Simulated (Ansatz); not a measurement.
Data:

```
CELL_PARAMETERS angstrom
      0.00000     1.72225     1.72225
      1.72225     0.00000     1.72225
      1.72225     1.72225     0.00000
ATOMIC_POSITIONS crystal
  C  0.50000 0.50000 0.50000
  C  0.75000 0.75000 0.75000
```

A single point on C with a change (pressure 50 GPa), its geometry relaxed with PBEsol.

Computed with PBEsol (Ansatz, a first-principles code), noncollinear with spin-orbit coupling. k-mesh 16×16×16 (Γ-centred); smearing 0.05 eV (Fermi–Dirac).

Problem. What is the computed width of the top valence band?

Solution. 9.37 eV.

Problem. Predict the band gap.

Solution. 4.25 eV.

Single points use the geometry relaxed with PBEsol. Load acts through the strain it causes; cell and atoms are relaxed under it. Whether these cells are dynamically stable was not tested. No other phases were tried under pressure. The cell was made from C in the diamond structure (space group Fd-3m, No. 227) by this change: pressure 50 GPa.
